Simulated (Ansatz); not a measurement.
# GePt2 (P-62m, No. 189; cell taken from a computed entry)

Calculation: r²SCAN+rVV10 (plane waves, PAW; Ansatz, a program for electronic structure).

Run with plane-wave cutoff 500 eV, 12×12×12 k mesh, Fermi–Dirac smearing 0.05 eV, scalar-relativistic PAW data made under PBE.

Cell (relaxed at this level):

```
CELL_PARAMETERS angstrom
      6.69836     0.00000     0.00000
     -3.34918     5.80095     0.00000
      0.00000     0.00000     3.54030
ATOMIC_POSITIONS crystal
  Ge 0.66667 0.33333 0.00000
  Ge 0.33333 0.66667 0.00000
  Ge 0.00000 0.00000 0.50000
  Pt 0.61962 0.00000 0.50000
  Pt 0.38038 0.38038 0.50000
  Pt 0.00000 0.61962 0.50000
  Pt 0.00000 0.28099 0.00000
  Pt 0.28099 0.00000 0.00000
  Pt 0.71901 0.71901 0.00000
```

| Item | Value |
|---|---|
| band gap | none |

Note: the relaxation could not lower the start's symmetry, so the cell can be a saddle point above a distorted one.

Spin–orbit coupling is not included.

Computed values are for the static lattice.

It cost very roughly 24 core-minutes of CPU time.
